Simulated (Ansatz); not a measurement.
We consider AlBN2 (model structure, started from the BeSiN2 type, I-42d, No. 122, 8 atoms in the cell), described by PBE0 (Ansatz, a first-principles code, plane waves, PAW).

Numerical settings: plane-wave cutoff 460 eV, 8×8×8 k mesh, Fermi–Dirac smearing 0.01 eV, scalar-relativistic PAW data made under PBE.

The cell is the one relaxed with PBEsol. Conventional cell: a = 4.0878 Å, b = 4.0878 Å, c = 7.6176 Å, α = 90.00°, β = 90.00°, γ = 90.00°.

```yaml
crystal:
  lattice:
    - [-2.04392, 2.04392, 3.80878]
    - [2.04392, -2.04392, 3.80878]
    - [2.04392, 2.04392, -3.80878]
  atoms:
    - { symbol: Al, position: [0.00000, 0.00000, 0.00000] }
    - { symbol: Al, position: [0.75000, 0.25000, 0.50000] }
    - { symbol: B, position: [0.50000, 0.50000, 0.00000] }
    - { symbol: B, position: [0.25000, 0.75000, 0.50000] }
    - { symbol: N, position: [0.37500, 0.43186, 0.55686] }
    - { symbol: N, position: [0.56814, 0.12500, 0.94314] }
    - { symbol: N, position: [0.87500, 0.81814, 0.44314] }
    - { symbol: N, position: [0.18186, 0.62500, 0.05686] }
```

### Question
List the 22 lowest band energies at Γ above −25 eV (eV, relative to the valence band maximum), grouping those that round alike.

### Answer
At Γ: -19.30, -14.72 (×2), -14.71, -8.83, -6.08, -5.95, -5.93 (×2), -5.35, -4.90, -2.83 (×2), -0.10 (×2), 0.00, 4.81, 7.95, 9.92 (×2), 10.31, 11.80.

Note: the run warned that its exchange threshold was loose for the stress; the relaxation could raise the start's symmetry but not lower it, so the cell can be a saddle point; cell and atoms aren't relaxed at this level (pressure -2.4 GPa).

A model structure was made by putting elements into a prototype or built by hand; it is no filed structure, need not be a known phase, and can be a saddle point held by its symmetry.
